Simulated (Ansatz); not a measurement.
## Several settings converged on the (001) slab of Mg (cut from a parent of space group no. 166; 9 atoms in the cell)

```
CELL_PARAMETERS angstrom
      3.17583     0.00000     0.00000
     -1.58792     2.75035     0.00000
      0.00000     0.00000    34.48470
ATOMIC_POSITIONS crystal
  Mg 0.00000 0.00000 0.72261
  Mg 0.33333 0.66667 0.64821
  Mg 0.00000 0.00000 0.57440
  Mg 0.66667 0.33333 0.27739
  Mg 0.00000 0.00000 0.20299
  Mg 0.66667 0.33333 0.79701
  Mg 0.33333 0.66667 0.50000
  Mg 0.66667 0.33333 0.42560
  Mg 0.33333 0.66667 0.35178
```

Base method: PBEsol, default PAW files made with PBE (plane waves; Ansatz, a quantum-chemistry and plane-wave program).

Base settings: basis.ecutwfc = 420 eV; kpoints.mp_grid.grid = 9 9 1; hamiltonian.xc = pbesol; hamiltonian.pseudopotentials = {kind: paw} (the program's default PAW files); scf.occupations.method = gaussian; scf.occupations.width = 0.1 eV.

The count of work is k-points × plane waves × bands × iterations; it is no time. Core times come from one kind of shared machine, to one figure; runs under 30 s give none.

**The vacuum**

The mesh stays at the base's, so the ladder's end is converged at best in this setting alone.

Only quantities that move along the ladder and can be compared are tabulated.

```tsv
vacuum between outermost atoms (Å)	free energy less the last step's (meV/atom)	largest difference of a force vector from the last step's (eV/Å)	count of work / last
3.0	-57.74	0.270	0.40
4.0	-20.28	0.217	0.55
5.0	-4.81	0.099	0.50
6.0	-0.45	0.028	0.53
7.0	0.13	0.006	0.54
8.0	0.09	0.002	0.57
10.0	0.02	0.000	0.60
12.0	0.00	0.000	0.74
14.0	0.00	0.000	0.78
17.0	0.00	0.000	0.74
20.0	0.00	0.000	0.69
25.0	0.00	0.000	0.90
30.0	0.00	0.000	1.0
```

Smallest vacuum between outermost atoms (Å) that holds the forces within 0.01 eV/Å of the last step, with all finer ones: 7.0; the step before is off by 0.028 eV/Å.

Smallest vacuum between outermost atoms (Å) that holds the free energy within 0.5 meV/atom of the last step, with all finer ones: 6.0; the step before is off by 4.8 meV/atom.

**The k-point mesh**

Only quantities that move along the ladder and can be compared are tabulated.

| kpoints.mp_grid.grid | free energy less the last step's (meV/atom) | largest difference of a force vector from the last step's (eV/Å) | count of work / last | core time / last (rough) |
|---|---|---|---|---|
| 2 2 1 | 395.42 | 1.187 | 0.030 | – |
| 3 3 1 | 155.79 | 0.200 | 0.049 | – |
| 4 4 1 | -75.06 | 0.152 | 0.042 | – |
| 5 5 1 | -1.95 | 0.131 | 0.052 | – |
| 6 6 1 | 30.95 | 0.131 | 0.073 | – |
| 7 7 1 | -9.44 | 0.068 | 0.083 | – |
| 9 9 1 | 4.77 | 0.041 | 0.14 | – |
| 10 10 1 | 2.18 | 0.037 | 0.17 | – |
| 12 12 1 | 0.40 | 0.020 | 0.17 | – |
| 14 14 1 | -2.83 | 0.025 | 0.29 | – |
| 16 16 1 | 1.06 | 0.014 | 0.31 | – |
| 19 19 1 | 1.10 | 0.010 | 0.42 | – |
| 22 22 1 | -0.13 | 0.009 | 0.54 | 0.5 |
| 26 26 1 | 0.57 | 0.010 | 0.73 | 0.7 |
| 31 31 1 | 0.00 | 0.000 | 1.0 | 1 |

Coarsest kpoints.mp_grid.grid that holds the forces within 0.005 eV/Å: not settled: the last two steps still differ by 0.010 eV/Å, over half the tolerance, so the ladder does not show it.

Coarsest kpoints.mp_grid.grid that holds the free energy within 0.5 meV/atom: not settled: the last two steps still differ by 0.57 meV/atom, over half the tolerance, so the ladder does not show it.

**The plane-wave cutoff**

The mesh stays at the base's, so the ladder's end is converged at best in this setting alone.

Only quantities that move along the ladder and can be compared are tabulated.

| basis.ecutwfc | free energy less the last step's (meV/atom) | largest difference of a force vector from the last step's (eV/Å) | count of work / last |
|---|---|---|---|
| 210 eV | 1172.18 | 0.020 | 0.11 |
| 250 eV | 208.05 | 0.005 | 0.14 |
| 295 eV | 25.90 | 0.000 | 0.21 |
| 355 eV | 1.03 | 0.000 | 0.27 |
| 420 eV | 0.21 | 0.000 | 0.35 |
| 505 eV | 0.08 | 0.000 | 0.46 |
| 630 eV | 0.04 | 0.000 | 0.66 |
| 840 eV | 0.00 | 0.000 | 1.0 |

Coarsest basis.ecutwfc that holds the free energy within 2 meV/atom of the last step, with all finer ones: 355 eV, at 0.27 of the last step's count of work; the step before is off by 26 meV/atom.

Coarsest basis.ecutwfc that holds the forces within 0.01 eV/Å of the last step, with all finer ones: 250 eV, at 0.14 of the last step's count of work; the step before is off by 0.020 eV/Å.

On the base run: the starting cell comes from a database of computed structures (which also holds hypothetical and non-ambient phases and stackings), without a prior relaxation at this level. The slab is cut from that crystal, and its faces are unrelaxed. Its lattice was rescaled by up to half a per cent.

Left out of this page: 1 run of the series outside the window shown, repeating another row's setting, or not comparable.

Keys are those of Ansatz 0.2.
